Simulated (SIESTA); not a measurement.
Band structure of MgFeCo2O6 (P1, 10 atoms in the cell).

```xyz
10
Lattice="3.1080 0.0000 0.0000 -0.0008 6.2438 0.0000 -1.5484 -2.0944 6.2071" Properties=species:S:1:pos:R:3 pbc="T T T"
Mg     0.0004     0.8352     5.3190
Fe     1.5548     1.2866     2.1814
Co    -0.0012     6.1891     0.0318
Co     0.0042     3.1570     3.9862
O      1.5554     1.2993     0.1659
O      0.0008     2.6283     2.2467
O      1.5583     4.3008     4.4030
O      0.0009    -0.0611     1.8079
O      1.5551     1.3181     4.1547
O      0.0022     2.7977     5.9319
```
Moments meant for the start (each program seeds them in its own way; μB, in the order of the atoms Mg Fe Co Co O O O O O O): 0.0 4.0 3.0 3.0 0.0 0.0 0.0 0.0 0.0 0.0.

Method of the run: GGA PBEsol, numerical atomic orbitals DZP, PseudoDojo PBEsol standard norm-conserving potentials (rewritten from UPF to PSML) in SIESTA 5.4.2.

Settings: XC.functional = GGA; XC.authors = PBEsol; potentials = PseudoDojo PBEsol standard; PAO.BasisSize = DZP; PAO.EnergyShift = 0.005 Ry; MeshCutoff = 300 Ry; kgrid.MonkhorstPack = 4 2 2; OccupationFunction = MP; OccupationMPOrder = 0; ElectronicTemperature = 272 meV; Spin = polarized; MaxSCFIterations = 150; SCF.Mixer.Method = Pulay; SCF.Mixer.Weight = 0.1.

The starting cell comes from a database of computed structures (which also holds hypothetical and non-ambient phases and stackings), without a prior relaxation at this level. The magnetic order is the one reached from the typed start; others were not searched systematically. Values carry the incompleteness of an atom-centred basis.

Levels in eV from the Fermi level, bands 47 to 52 of the first spin channel:
```tsv
point	47	48	49	50	51	52
X	-1.06	-0.63	-0.55	-0.24	-0.13	0.07
Γ	-0.75	-0.72	-0.54	-0.24	0.07	0.27
Y	-1.04	-0.74	-0.33	-0.06	0.22	0.38
L	-1.11	-0.73	-0.55	-0.27	-0.06	0.02
Z	-0.73	-0.72	-0.27	-0.25	-0.04	0.44
N	-1.11	-0.73	-0.55	-0.27	-0.06	0.02
M	-1.04	-0.75	-0.30	-0.17	0.23	0.34
R	-1.06	-0.62	-0.55	-0.24	-0.13	0.07
```

Bands cross the Fermi level along this path, so the cell is metallic at this level.

Higher empty bands are left out: an atom-centred basis made for the valence describes them poorly.

The net moment of the cell came out as 5.04 μB.
